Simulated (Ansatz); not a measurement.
Worked example: self-consistent single point of K₂BiAuCl₆ (Fm-3m, 10 atoms in the cell) in Ansatz (a quantum-chemistry and plane-wave program)

Method: LDA (PW92), default PAW files made with PBE (plane waves; Ansatz).

Input as run:

Ansatz 0.2 input:
```yaml
# K2BiAuCl6
crystal:
  lattice:
    - [0.00000000, 5.28506300, 5.28506300]
    - [5.28506300, 0.00000000, 5.28506300]
    - [5.28506300, 5.28506300, 0.00000000]
  atoms:
    - { symbol: K, position_ang: [2.64253150, 2.64253150, 2.64253150] }
    - { symbol: K, position_ang: [7.92759450, 7.92759450, 7.92759450] }
    - { symbol: Au, position_ang: [5.28506300, 5.28506300, 5.28506300] }
    - { symbol: Bi, position_ang: [0.00000000, 0.00000000, 0.00000000] }
    - { symbol: Cl, position_ang: [2.65204461, 5.28506300, 5.28506300] }
    - { symbol: Cl, position_ang: [7.91808139, 5.28506300, 5.28506300] }
    - { symbol: Cl, position_ang: [5.28506300, 2.65204461, 5.28506300] }
    - { symbol: Cl, position_ang: [5.28506300, 7.91808139, 5.28506300] }
    - { symbol: Cl, position_ang: [5.28506300, 5.28506300, 2.65204461] }
    - { symbol: Cl, position_ang: [5.28506300, 5.28506300, 7.91808139] }
kpoints:
  mp_grid: { grid: [4, 4, 4] }
hamiltonian:
  xc: lda
  pseudopotentials: { kind: paw }
scf:
  occupations: { method: cold, width: 0.1 }
output:
  forces: true
  eigenvalues: true
  stress: true
```

Log, with long lists cut:

```
WARN basis.ecutwfc = 420 eV, the default
WARN ansatz: RAYON_NUM_THREADS=1 ignored (pool sized by the plan → 1); use --threads N
Pseudopotentials: kind: paw
Pseudopotential: K, paw, valence charge 9
Pseudopotential: Au, paw, valence charge 19
Pseudopotential: Bi, paw, valence charge 15
Pseudopotential: Cl, paw, valence charge 7
Crystal: 10 atoms, lattice volume = 295.244 Å³
Basis set: ecut = 420 eV, 5769 PW (Γ)
Bands: 57, of which v1, the nominal top of the filled ones, is band 47 counted from 1 (46 counted from 0)
Symmetry: 48 space group operations
Space group: Fm-3m (ITA 225), of the structure as read, at distance tolerance 6.7e-5 Å
k-points: 8 of 64
PAW frozen core: K, regenerated for the run's functional, and the local potential with it
PAW frozen core: Au, regenerated for the run's functional, and the local potential with it
PAW frozen core: Bi, regenerated for the run's functional, and the local potential with it
PAW frozen core: Cl, regenerated for the run's functional, and the local potential with it
Initial density: superposition of atomic densities (neutral atoms: chi_scale 0, normalization atom), corrected by the library's trained network
Initial wavefunctions: pseudopotential atomic-orbital guess
Eigensolver: davidson
Functional: x = slater, c = lda
SCF iter   1: F=—  HF=-34218.685805 eV  |F-HF|=—  |Δ(HF+E_count)|=         —  Δρ=6.67e-3  dr2=1.54e-1  ethr=1.77e-3  ⟨swp⟩=11.5  Hψ=2103  notcnv=0  defer=4
all-band conjugate gradients solve this SCF's bands
preconditioner: auto → Resta (q_TF=auto, 2.254 Å⁻¹)
SCF iter   2: F=—  HF=-34218.632844 eV  |F-HF|=—  |Δ(HF+E_count)|=   3.61e-2  S|Δr|=   5.26e-2  Δρ=3.06e-3  dr2=2.06e-2  ethr=1.64e-4  ⟨swp⟩=2.6  Hψ=720  notcnv=0  defer=5
SCF iter   3: F=—  HF=-34218.627564 eV  |F-HF|=—  |Δ(HF+E_count)|=   5.49e-3  S|Δr|=   6.05e-4  Δρ=1.11e-3  dr2=3.35e-3  ethr=2.19e-5  ⟨swp⟩=2.1  Hψ=607  notcnv=0  defer=5
SCF iter   4: F=—  HF=-34218.630586 eV  |F-HF|=—  |Δ(HF+E_count)|=   6.96e-4  S|Δr|=   1.16e-2  Δρ=2.55e-4  dr2=2.82e-4  ethr=3.57e-6  ⟨swp⟩=2.0  Hψ=550  notcnv=0  defer=5
SCF iter   5: F=—  HF=-34218.630192 eV  |F-HF|=—  |Δ(HF+E_count)|=   1.84e-6  S|Δr|=   1.27e-3  Δρ=8.50e-5  dr2=3.48e-5  ethr=3.00e-7  ⟨swp⟩=2.5  Hψ=787  notcnv=0  defer=5
SCF iter   6: F=—  HF=-34218.630025 eV  |F-HF|=—  |Δ(HF+E_count)|=   1.17e-4  S|Δr|=   1.85e-4  Δρ=1.72e-5  dr2=2.32e-6  ethr=3.70e-8  ⟨swp⟩=3.0  Hψ=756  notcnv=0  defer=5
SCF iter   7: F=—  HF=-34218.630006 eV  |F-HF|=—  |Δ(HF+E_count)|=   1.96e-6  S|Δr|=   6.08e-5  Δρ=6.34e-6  dr2=1.91e-7  ethr=2.46e-9  ⟨swp⟩=3.0  Hψ=846  notcnv=0  defer=5
SCF iter   8: F=-34218.630014 eV  HF=-34218.630014 eV  |F-HF|=2.72e-9  |Δ(HF+E_count)|=   5.31e-7  S|Δr|=   2.67e-5  Δρ=1.66e-6  dr2=9.66e-9  ethr=1.06e-10  ⟨swp⟩=14.0  Hψ=2126  notcnv=0
Mixer restart at iter 8: flushing history
SCF iter   9: F=—  HF=-34218.643383 eV  |F-HF|=—  |Δ(HF+E_count)|=         —  Δρ=2.83e-5  dr2=5.70e-6  ethr=1.03e-11  ⟨swp⟩=2.0  Hψ=785  notcnv=0
SCF iter  10: F=—  HF=-34218.643382 eV  |F-HF|=—  |Δ(HF+E_count)|=   1.36e-6  S|Δr|=   8.48e-8  Δρ=2.80e-5  dr2=3.26e-6  ethr=1.03e-11  ⟨swp⟩=4.1  Hψ=1356  notcnv=0
SCF iter  11: F=—  HF=-34218.643381 eV  |F-HF|=—  |Δ(HF+E_count)|=   7.19e-7  S|Δr|=   5.51e-8  Δρ=6.25e-6  dr2=3.41e-7  ethr=1.03e-11  ⟨swp⟩=3.9  Hψ=1216  notcnv=0
SCF iter  12: F=-34218.643381 eV  HF=-34218.643381 eV  |F-HF|=2.14e-8  |Δ(HF+E_count)|=   1.06e-7  S|Δr|=   7.05e-9  Δρ=1.78e-6  dr2=3.00e-8  ethr=1.03e-11  ⟨swp⟩=7.8  Hψ=1686  notcnv=0
SCF 1 converged in 12 iterations: F = -34218.643381 eV  dr2 = 3.00e-8
SCF converged after 12 iterations
Stability not checked (fill_not_monotonic)
Free energy (F): -34218.643381 eV
F+E_penalty+E_count: -34218.643382 eV  (lagrangian_ev)
Harris-Foulkes:  -34218.643381 eV  (|F-HF|=2.14e-8)
Internal energy: -34218.643381 eV  (E = F + TS)
E sigma→0 (E₀):  -34218.643381 eV
Fermi energy:    4.881104 eV
Smearing:        width narrowed from 0.1000 eV (input) to 0.0489 eV after iteration 8, whose occupations did not sum to the number of electrons (Fermi level in …
Step filling:    the computed levels leave a gap of 0.3662 eV = 7.5 smearing widths
--- Per-component energies (eV) ---
  E_band       = -994.967683
  E_kinetic    = 2379.194463
  E_local      = -8420.152486  (includes V_loc(G=0)·N_el)
  E_nonlocal   = 863.846330
  E_hartree    = 3180.901343
  E_xc         = -1276.234496
  E_vxc        = -1471.996940  (∫ρ·V_xc dr)
  E_paw        = -25013.619646  (= ΣΔE_a)
  E_vpaw       = -707.674671  (= ΣTr[D̂ρ^β])
  E_aug_tail   = 0.001349  (compensation charges beyond the density's cutoff)
  E_ewald      = -5934.756022
  E_core_change = 2.175783  (= ΣΔE_core)
  E_smearing   = 0.000000  (= −TS)
  E_closure    = 0.000000  (closes the sum)
  E_count      = -0.000000  (occupations off the electron count; not in F)
  Σ components = -34218.643381   (vs F -34218.643381, Δ=0.00e0)
--- Forces (eV/Å), atoms counted from 1 ---
  atom   1  K     -0.00000000     0.00000000     0.00000000
  atom   2  K      0.00000000    -0.00000000    -0.00000000
  atom   3  Au     0.00000000    -0.00000000     0.00000000
  atom   4  Bi    -0.00000000     0.00000000    -0.00000000
  atom   5  Cl     0.38014092    -0.00000000     0.00000000
  atom   6  Cl    -0.38014092     0.00000000     0.00000000
  atom   7  Cl     0.00000000     0.38014092     0.00000000
  atom   8  Cl    -0.00000000    -0.38014092     0.00000000
  atom   9  Cl    -0.00000000     0.00000000     0.38014092
  atom  10  Cl     0.00000000    -0.00000000    -0.38014092
  max |Σ_I F_I| component: 1.11e-16 eV/Å
--- Stress (GPa, compression-positive) ---
       -1.015230      -0.000000      -0.000000
        0.000000      -1.015230       0.000000
       -0.000000       0.000000      -1.015230
  P = ⅓ Tr σ = -1.0152 GPa (-10.152 kbar)
  The stress holds the Pulay correction. Without it, at fixed plane waves, as pw.x and ABINIT print it: P = -1.0245 GPa
--- Band table (eV; the first three rows and the last of 8) ---
  k-point 0: bands = ["-99.7106", "-51.0958", "-51.0958", "-51.0958", "-25.6235", "-25.6227", "-18.8488", "-18.8488", "-18.7686", "-18.7686", "-18.7686", "-11.4435", "-10.6110", "-10.6110", "-10.6110", "-10.3469", "-10.3469", "-9.2843", "-9.2843", [...]
  k-point 1: bands = ["-99.7106", "-51.0958", "-51.0958", "-51.0958", "-25.6234", "-25.6228", "-18.8488", "-18.8488", "-18.7686", "-18.7686", "-18.7686", "-11.3817", "-10.7212", "-10.5987", "-10.5987", "-10.3654", "-10.3654", "-9.2798", "-9.2798", [...]
  k-point 2: bands = ["-99.7106", "-51.0958", "-51.0958", "-51.0958", "-25.6231", "-25.6231", "-18.8488", "-18.8488", "-18.7686", "-18.7686", "-18.7686", "-11.2944", "-10.8541", "-10.5841", "-10.5841", "-10.3861", "-10.3861", "-9.2731", "-9.2731", [...]
  k-point 7: bands = ["-99.7106", "-51.0958", "-51.0958", "-51.0958", "-25.6231", "-25.6231", "-18.8489", "-18.8488", "-18.7686", "-18.7686", "-18.7686", "-11.2781", "-10.7640", "-10.6276", "-10.6276", "-10.4537", "-10.3701", "-9.2715", "-9.2715", [...]
```

The run converged in 12 iterations.

The starting cell was generated: these elements placed on a structure prototype, without a prior relaxation; it need not be a known phase or ordering of this composition. Spin-orbit coupling is off. Ansatz's pressure includes its estimate of the finite-basis (Pulay) stress.
